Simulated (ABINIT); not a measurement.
ABINIT is run on Cs2YTlF6 (P1, 10 atoms in the cell), and the run fails. The aim is a self-consistent single point with DFT, LDA (PW92), plane waves, PAW (JTH v2.0 LDA PAW).

Cell that was meant: a = 6.8059 Å, b = 6.8059 Å, c = 6.8059 Å, α = 60.00°, β = 60.00°, γ = 60.00°.

Part of the input:

```
         0.2151090000    0.2079050000    0.7978890000
         0.7791070000    0.7844790000    0.2167640000
ecut 24
pawxcdev 0
ixc 7
occopt 7
tsmear 0.00073499
```

Log, with long lists cut:

```
...

 symlatt: the Bravais lattice is aP (primitive triclinic)
 symspgr: spgroup=   1  P1   (=C1^1)
 initocc_chkneu: initialized the occupation numbers for occopt= 7, spin-unpolarized or antiferromagnetic case:
  2.00  2.00  2.00  2.00  2.00  2.00  2.00  2.00  2.00  2.00  2.00  2.00
  2.00  2.00  2.00  2.00  2.00  2.00  2.00  2.00  2.00  2.00  2.00  2.00
  2.00  2.00  2.00  2.00  2.00  2.00  2.00  2.00  2.00  2.00  2.00  2.00
  2.00  2.00  2.00  2.00  2.00  2.00  0.00  0.00  0.00  0.00  0.00  0.00
  0.00  0.00  0.00  0.00  0.00
 LMac pawujat is:            0
 mpi_setup: With nkpt_me=14 and mkmem  = 14, ground state wf handled in core.
 mpi_setup: With nkpt_me=14 and mkqmem = 14, ground state wf handled in core.
 mpi_setup: With nkpt_me=14 and mk1mem = 14, ground state wf handled in core.
getng is called for the coarse grid:
 For input ecut=  2.400000E+01 best grid ngfft=      60      60      60
       max ecut=  2.684959E+01

 ==== FFT mesh ====
  FFT mesh divisions ........................    60   60   60
  Augmented FFT divisions ...................    61   61   60
  FFT algorithm .............................   312
  FFT cache size ............................    16
 getmpw: optimal value of mpw= 8492
getng is called for the fine grid:
 Using supplied coarse mesh as initial guess.
 For input ecut= -1.000000E+00 best grid ngfft=      60      60      60
       max ecut=  2.684959E+01

 ==== FFT mesh ====
  FFT mesh divisions ........................    60   60   60
  Augmented FFT divisions ...................    61   61   60
  FFT algorithm .............................   312
  FFT cache size ............................    16
 Symmetries : space group P1 (#  1); Bravais aP (primitive triclinic)

 getdim_nloc: deduce lmnmax  =  18, lnmax  =   6,
                      lmnmaxso=  18, lnmaxso=   6.

--- !ERROR
src_file: m_memeval.F90
src_line: 2443
mpi_rank: 0
message: |
    The value of (paw)ecutdg is zero or negative, which is forbidden.
...

 abinit_abort: decision taken to exit. Check above messages for more info
Abort(13) on node 0 (rank 0 in comm 0): application called MPI_Abort(MPI_COMM_WORLD, 13) - process 0

--- !ERROR
src_file: m_memeval.F90
src_line: 2443
mpi_rank: 0
message: |
    The value of (paw)ecutdg is zero or negative, which is forbidden.
...
```

**Question.** Read the log: what does the program object to, and what is the fix?

**Answer.** The fault is no cutoff for the fine PAW grid. PAW runs need a second, finer grid for the compensation charges. To fix it, give the fine-grid cutoff. The program stopped before any SCF iteration.

An input that runs soundly differs in these lines (not the only fix; some lines may just follow from the change or write a value another way):
```diff
+pawecutdg 48
```

With that input, the run converged in 24 iterations: free energy E − TS -7572.38 eV; top of the valence band (on the code's own zero) -0.05 eV; gap on the k-point mesh 4.80 eV; pressure -1.73 GPa; largest force (vector length) 1.398 eV/Å (DFT, LDA (PW92), plane waves, PAW (JTH v2.0 LDA PAW)).

On the sound input: the starting cell comes from a database of computed structures (which also holds hypothetical and non-ambient phases and stackings), without a prior relaxation at this level. Its atoms were displaced at random from the sites of space group no. 225. Spin-orbit coupling is off. Forces in this geometry exceed 1 eV/Å.
